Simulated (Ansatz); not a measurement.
Consider CsPbCl₃ in the cubic perovskite structure (space group Pm-3m, No. 221; a = 5.674 Å).

All numbers come from Ansatz (a program for electronic structure), r2SCAN, PAW, cutoff 500 eV, no spin-orbit coupling, earlier PAW set.

Base values:

| Property | Value |
|---|---|
| Electron mass | 0.12, 0.88, 0.88 mₑ (at R) |
| Width of the top valence band | 2.45 eV |

Now apply this change: full substitution Cl → Br, then cell and atoms are relaxed.

Task: How does this affect the electron mass?

Result: The electron mass (degenerate bands, along [100]) goes from 0.12, 0.88, 0.88 mₑ (at R) to 0.091, 0.82, 0.82 mₑ (at R).

Task: Predict the new width of the top valence band.

Result: The width of the top valence band drops by 0.45 eV (2.45 eV → 2.00 eV).

Spin-orbit coupling, missing from the scalar runs, can matter with Pb. The levels and masses belong to the bands next to the band gap. Masses are band curvatures over ±0.01 Å⁻¹ around the edge. Stability against distortions was not tested. Many cubic perovskites are stable only at high temperature; tilts and polar distortions were not tested. This is not the structure that CsPbBr3 has at room temperature and ambient pressure. This is not the structure that CsPbCl3 has at room temperature and ambient pressure.
